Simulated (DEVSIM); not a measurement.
Structure: abrupt Ge p-n junction, at 250 K.

Layer 1 from the left is Ge, thickness (μm) 1.50, Na (cm⁻³) 9.6e15, τn (s) 7.5e-6, τp (s) 7.5e-6. Layer 2 from the left is Ge, thickness (μm) 250, Nd (cm⁻³) 1.3e16, τn (s) 7.5e-6, τp (s) 7.5e-6.

Left contact: ohmic. Right contact: ohmic. Voltage is applied to the left contact. Recombination: SRH at mid-gap, radiative, Auger. Mobility is μmin + (μ − μmin)/(1 + (N/Nref)^α).

This is a model device: material constants are rounded textbook-type values typed into the input, and sizes, dopings and lifetimes were drawn at random. Values at 300 K; Nc and Nv go as T^1.5, mobilities as T to minus their exponent, the gap by Varshni's rule with the affinity fixed.

Ge: gap (eV) 0.664, affinity (eV) 4, permittivity 16, Nc (cm⁻³) 1.04e19, Nv (cm⁻³) 6e18, μn (cm²/Vs) 3900, μp (cm²/Vs) 1900, μn,min 150, μp,min 100, Nref,n 2.6e17, Nref,p 4e17, αn 0.56, αp 0.6, T exponent of μn 1.66, T exponent of μp 2.33, B (cm³/s) 6.4e-14, Cn (cm⁶/s) 1e-31, Cp (cm⁶/s) 1e-31, Varshni α (eV/K) 0.000477, Varshni β (K) 235.

**Question.** Estimate by hand the built-in potential, the peak field at zero bias, the capacitance at -1.5 V, and compare with a numerical solution.

**Answer.** 
- Built-in potential: ni = √(Nc Nv) exp(−Eg/2kT) = 7.88e11 cm⁻³ with Eg = 0.683 eV; Vbi = kT/q ln(Na Nd/ni²) = 0.412 V; numerical 0.412 V.
- Peak field at zero bias: depletion approximation: W = √(2εVbi/(qN)) = 0.363 μm with N = 5.52e15 cm⁻³; field = 2Vbi/W = 22700 V/cm; numerical 21500 V/cm (estimate above by 5.7 %).
- Capacitance at -1.5 V: C = √(qεN / 2(Vbi + |V|)) = 18.1 nF/cm²; numerical 18.3 nF/cm² (estimate below by 1.1 %).

Simulated with DEVSIM: 1D drift-diffusion, Boltzmann statistics, complete ionisation; no tunnelling, impact ionisation, image-force lowering or self-heating.
